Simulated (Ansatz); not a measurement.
**A computed series for hypothetical zinc blende BaS: pressure series**

Consider BaS in the zinc blende structure (space group F-43m, No. 216; a = 7.0381 Å; a hypothetical phase, not in the database extracts checked).

Cell and atoms are relaxed at each pressure.

The values are results of plane-wave PAW DFT at the r2SCAN level (Ansatz, a first-principles code, 500 eV), spin-orbit coupling left out, not measurements.

```tsv
pressure (GPa)	volume per atom (Å³/atom)
-2	47.250
-1	45.230
0	43.579
0.3	43.137
1.5	41.579
3	?
5	38.159
7.5	36.353
10	34.861
```

Task: Fit the third-order Birch–Murnaghan form P(V) = (3B₀/2)[(V₀/V)^(7/3) − (V₀/V)^(5/3)]·[1 + (3/4)(B₀′ − 4)((V₀/V)^(2/3) − 1)] (squares taken in P) to the rows shown and predict the withheld row.

Result: Least squares on the printed values gives V₀ = 43.585 Å³/atom, B₀ = 29.0 GPa, B₀′ = 3.9; this predicts 39.945 Å³/atom, and the run gives 39.941 Å³/atom, 0.004 lower.

Load acts through the strain it causes; cell and atoms are relaxed under it. Whether these cells are dynamically stable was not tested. No other phases were tried under pressure.
